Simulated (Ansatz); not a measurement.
Base system: GaSe in the beta-GaS type structure (space group P6_3/mmc, No. 194; layered, stacked along the Cartesian z axis).

Space group P6₃/mmc (No. 194); a = b = 3.769 Å, c = 15.964 Å, α = β = 90.00°, γ = 120.00°

```json
[
 {"atom": "Ga", "site": "4f", "symmetry": "3m.", "x": "0.3333", "y": "0.6667", "z": "0.1735"},
 {"atom": "Se", "site": "4f", "symmetry": "3m.", "x": "0.6667", "y": "0.3333", "z": "0.0997"}
]
```

Level of theory: PBE-D3(BJ) (Ansatz, a first-principles code), no spin-orbit coupling, earlier PAW set.

Before the change:

| Item | Result |
|---|---|
| Electron mass | 0.095 mₑ along c, 0.12 mₑ across (at Γ) |
| Band gap | 0.87 eV |
| Volume per atom | 24.55 Å³ |
| Valence-band top at Γ | 0.00, -1.20, -1.20 eV |
| c/a ratio | 4.235 |

One thing is altered: In takes the place of Ga on all its sites, then cell and atoms are relaxed.

Tabulated Pauling electronegativity and covalent radius: Ga 1.81, 1.22 Å; In 1.78, 1.42 Å.

Question: Estimate the effect on the electron mass, band gap, volume per atom, valence-band top at Γ and c/a ratio.

Answer: The electron mass changes from 0.095 mₑ along c, 0.12 mₑ across (at Γ) to 0.042 mₑ along c, 0.11 mₑ across (at Γ); the band gap shrinks by 0.50 eV (0.87 eV → 0.37 eV); the volume per atom grows by 4.94 Å³ (24.55 Å³ → 29.49 Å³); the valence-band top at Γ (three highest levels, from the VBM) goes from 0.00, -1.20, -1.20 eV to 0.00, -1.09, -1.09 eV; the c/a ratio shrinks by 0.077, from 4.235 to 4.158.

Effective masses come from finite differences of ±0.01 Å⁻¹. No phonon test of stability was made.
